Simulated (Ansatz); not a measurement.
Given:

```
CdTe
1.0
    0.00000     3.27889     3.31168
    3.27889     0.00000     3.31168
    3.27889     3.27889     0.00000
Cd Te
1 1
Direct
  0.00000   0.00000   0.00000
  0.25000   0.25000   0.25000
```

No spin polarisation.

All numbers come from Ansatz (a quantum-chemistry and plane-wave program), r2SCAN, PAW, cutoff 500 eV, spin-orbit coupling left out. Γ-centred 9×9×9 mesh, Fermi–Dirac width 0.05 eV.

Problem. Predict the electron mass, pressure, valence-band top at Γ and gap character.

Solution. The electron mass is 0.088 mₑ (at Γ) and the pressure (mean of the normal stresses, compression positive) comes out as -0.40 GPa. The valence-band top at Γ (three highest levels, from the VBM) is 0.00, 0.00, -0.03 eV and the gap character comes out as direct at Γ.

Spin-orbit coupling, missing from the scalar runs, can matter with Te. The cells carry an imposed strain or load. Masses are band curvatures over ±0.01 Å⁻¹ around the edge. Stability against distortions was not tested. The cell was made from CdTe in the zinc blende structure (space group F-43m, No. 216) by this change: uniaxial strain ε_zz = +1.00 %.
